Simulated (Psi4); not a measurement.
Psi4 1.11, B3LYP/def2-svpd: [GeH3][S][GeH3], 9 atoms. The geometry is a generated start, not checked to be a minimum at this level.

```yaml
task: energy
method: b3lyp
basis: def2-svpd
memory: 3 GB
maxiter: 100
keys_of_the_molecule_block: symmetry c1
scf_type: df (default)
e_convergence: 1e-06 (default)
d_convergence: 1e-06 (default)
dft_radial_points: 75 (default)
dft_spherical_points: 302 (default)
basis_functions: 151
grid_points: 195430
```

```xyz
9

Ge     1.7260    -0.1542     0.0013
S      0.0910     0.5914    -1.2895
Ge    -1.7197     0.2010    -0.0844
H      2.4615    -1.2341    -0.7411
H      2.6782     0.9671     0.2969
H      1.2060    -0.7173     1.2941
H     -1.4432    -0.7508     1.0450
H     -2.7466    -0.3877    -1.0065
H     -2.2531     1.4848     0.4841
```

With the defaults (diis = true, scf_initial_accelerator = adiis, damping_percentage = 0, diis_max_vecs = 10, guess = auto, which took SAD, soscf = false, soscf_start_convergence = 0.01) it converges in 9 SCF iterations. One run each on 2 threads, with these changes:
- diis_max_vecs = 20
- diis_max_vecs = 6
- scf_initial_accelerator = none
- damping_percentage = 20
- soscf = true, soscf_start_convergence = 0.1
- guess = sap
- soscf = true
- guess = modhuckel
- diis = false, scf_initial_accelerator = none, damping_percentage = 60

Problem. Which of these changes keep the SCF from converging, or lead it to another solution?

Solution. No convergence: diis = false, scf_initial_accelerator = none, damping_percentage = 60 (the run ends without SCF convergence in 100 iterations). The rest reach the solution of the defaults.

```csv
setting,SCF iterations,JK calls,end
soscf = true,6,17,same solution
"soscf = true, soscf_start_convergence = 0.1",6,22,same solution
diis_max_vecs = 6,8,9,same solution
guess = sap,8,8,same solution
scf_initial_accelerator = none,8,9,same solution
the defaults,9,10,same solution
diis_max_vecs = 20,9,10,same solution
guess = modhuckel,9,26,same solution
damping_percentage = 20,22,23,same solution
"diis = false, scf_initial_accelerator = none, damping_percentage = 60",100,101,no convergence
```

An SOSCF iteration holds several JK calls; a Hückel guess adds calls on atoms. 1 further run of the study ended by our limits or in an error and is left out.
